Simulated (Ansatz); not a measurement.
System: TiC (model structure, from the CsCl type, Pm-3m, No. 221). Method: PBEsol (Ansatz, a first-principles code, PAW).

The input as run:

Ansatz 0.2 input:
```yaml
crystal:
  lattice:
    - [2.6996063626, 0.0, 0.0]
    - [0.0, 2.6996063626, 0.0]
    - [0.0, 0.0, 2.6996063626]
  atoms:
    - { symbol: Ti, position: [0.0, 0.0, 0.0] }
    - { symbol: C, position: [0.5, 0.5, 0.5] }
basis:
  ecutwfc: 520
  ecutrho_ratio: 4
  xc_grid: 2
kpoints:
  mp_grid: { grid: [20, 20, 20] }
hamiltonian:
  xc: pbesol
  dispersion: none
  pseudopotentials: { kind: paw }
scf:
  occupations: { method: fermi_dirac, width: 0.05 }
output:
  forces: true
  stress: true
  eigenvalues: true
relax:
  f_tol: 0.004
  escape_saddle: false
  max_steps: 80
```

From the output:

```
WARN output.stress: scf.convergence.dr2_threshold = 1e-7 eV (the SCF's general default) is looser than the 2e-10 eV advised for a printed stress (1e-10 eV for …
Relaxation: its limit of steps is 80 (relax.max_steps)
Crystal: 2 atoms, lattice volume = 19.674 Å³
Basis set: ecut = 520 eV, 515 PW (Γ), exchange–correlation on 48×48×48 points (8 copies of the dense FFT grid, shifted against one another)
Bands: 12, of which v1, the nominal top of the filled ones, is band 8 counted from 1 (7 counted from 0)
Symmetry: 48 space group operations
Space group: Pm-3m (ITA 221), of the structure as read, at distance tolerance 2.7e-5 Å
k-points: 286 of 8000
Functional: x = pbesol(κ = 0.804, μ = 0.12345679012345678), c = pbesol(β = 0.046)
SCF iter   1: F=—  HF=-2720.095114 eV  |F-HF|=—  |Δ(HF+E_count)|=         —  Δρ=1.26e-2  dr2=3.99e-2
SCF iter   2: F=—  HF=-2720.091325 eV  |F-HF|=—  |Δ(HF+E_count)|=   3.79e-3  Δρ=8.83e-3  dr2=2.11e-2
  ...
SCF iter   5: F=—  HF=-2720.088553 eV  |F-HF|=—  |Δ(HF+E_count)|=   3.16e-6  Δρ=8.32e-6  dr2=1.06e-8
SCF iter   6: F=-2720.088553 eV  HF=-2720.088553 eV  |F-HF|=4.77e-11  |Δ(HF+E_count)|=   2.58e-9  Δρ=7.17e-7  dr2=7.04e-11
SCF 1 converged in 6 iterations: F = -2720.088553 eV  dr2 = 7.04e-11
relax step   1: F+E_penalty+E_count = -2720.08855278 eV  Δ(F+E_penalty+E_count) = +0.000e0 eV  max|allowed force component| = 2.196e-29 eV/Å  Δτ_max = 0.0000 Å  (6 SCF iters, accepted)
SCF converged after 6 iterations
Free energy (F): -2720.088553 eV
Internal energy: -2720.063990 eV  (E = F + TS)
E sigma→0 (E₀):  -2720.076271 eV
Fermi energy:    15.544834 eV
--- Forces (eV/Å), atoms counted from 1 ---
  atom   1  Ti     0.00000000    -0.00000000     0.00000000
  atom   2  C     -0.00000000     0.00000000    -0.00000000
--- Stress (GPa, compression-positive) ---
       -4.482126      -0.000000      -0.000000
        0.000000      -4.482126       0.000000
        0.000000       0.000000      -4.482126
  P = ⅓ Tr σ = -4.4821 GPa (-44.821 kbar)
```

The cell is one volume of an energy–volume scan, off the minimum.

The PAW data were made under PBE.

Note: the cell keeps the symmetry of its start, so it can be a saddle point.

Cost on a shared machine: around 4 core-seconds (rough).

A model structure was made by putting elements into a prototype or built by hand; it is no filed structure, need not be a known phase, and can be a saddle point held by its symmetry.
